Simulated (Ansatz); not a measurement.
The reference is TiO$_{2}$ in the rutile structure (space group P4_2/mnm, No. 136).

```yaml
crystal:
  lattice:
    - [4.64344, 0.00000, 0.00000]
    - [0.00000, 4.64344, 0.00000]
    - [0.00000, 0.00000, 2.96380]
  atoms:
    - { symbol: Ti, position: [0.00000, 0.00000, 0.00000] }
    - { symbol: Ti, position: [0.50000, 0.50000, 0.50000] }
    - { symbol: O, position: [0.30513, 0.30513, 0.00000] }
    - { symbol: O, position: [0.80513, 0.19487, 0.50000] }
    - { symbol: O, position: [0.19487, 0.80513, 0.50000] }
    - { symbol: O, position: [0.69487, 0.69487, 0.00000] }
```

Cartesian axes are those of the cell as printed.

The values are results of PBE (Ansatz, a first-principles code, PAW, spin-orbit coupling left out), not measurements.

Strains are applied to the cell and any free atomic positions relax.

One change was made to it. Results:

The band gap drops by 0.09 eV (1.86 eV → 1.77 eV); the width of the top valence band decreases by 0.03 eV, from 1.56 eV to 1.53 eV; the energy rises by 13 meV/atom; the shortest interatomic distance grows by 0.030 Å, from 1.958 Å to 1.988 Å.

What was done to the base?
A. uniaxial strain ε_zz = +0.60 %
B. uniaxial strain ε_zz = +2.40 %
C. uniaxial strain ε_zz = +1.20 %
D. uniaxial strain ε_zz = +1.80 %
E. uniaxial strain ε_zz = +3.00 %

E, uniaxial strain ε_zz = +3.00 %. For comparison, the energy relative to the base in the other runs: uniaxial strain ε_zz = +0.60 % gives +0.5 meV/atom; uniaxial strain ε_zz = +1.80 % gives +4.9 meV/atom; uniaxial strain ε_zz = +1.20 % gives +2.2 meV/atom; uniaxial strain ε_zz = +2.40 % gives +8.6 meV/atom.

No phonon test of stability was made. All final runs are without spin polarisation.
